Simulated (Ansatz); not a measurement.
Au under a change: biaxial strain +1.00 %, plane normal [001], relaxed out of plane

The reference is Au in the fcc (Cu type) structure (space group Fm-3m, No. 225; a = 4.048 Å; relaxed with 0.1 eV smearing). Axes: x, y, z lie along the cube axes.

Now apply this change: tensile biaxial strain of 1.00 % in the plane normal to [001], as in epitaxy on a mismatched substrate; the out-of-plane cell vector and the atoms relax.

Calculations: LDA, PAW, 420 eV (Ansatz, an electronic-structure program; scalar-relativistic without spin-orbit coupling). Settings: 28×28×28 k-points, 0.1 eV Fermi–Dirac smearing.

* **Volume per atom**: 16.62 Å³ (base 16.58 Å³)
* **Energy relative to the base (free energy F)**: +0.8 meV/atom
* **Pressure (mean of the normal stresses, compression positive)**: -0.5 GPa (base 0.0 GPa)
* **Band gap**: zero (base zero)
* **Out-of-plane strain**: -1.71 %
* **Ratio −ε⊥/ε∥**: 1.71
* **Mean in-plane stress (compression positive)**: -0.7 GPa

Final structure (turned so that z lies along the plane normal):

```xyz
1
Lattice="2.8908 0.0000 0.0000 0.0000 2.8908 0.0000 1.4454 -1.4454 1.9891" Properties=species:S:1:pos:R:3 pbc="T T T"
Au     0.0000     0.0000     0.0000
```

Whether these cells are dynamically stable was not tested.
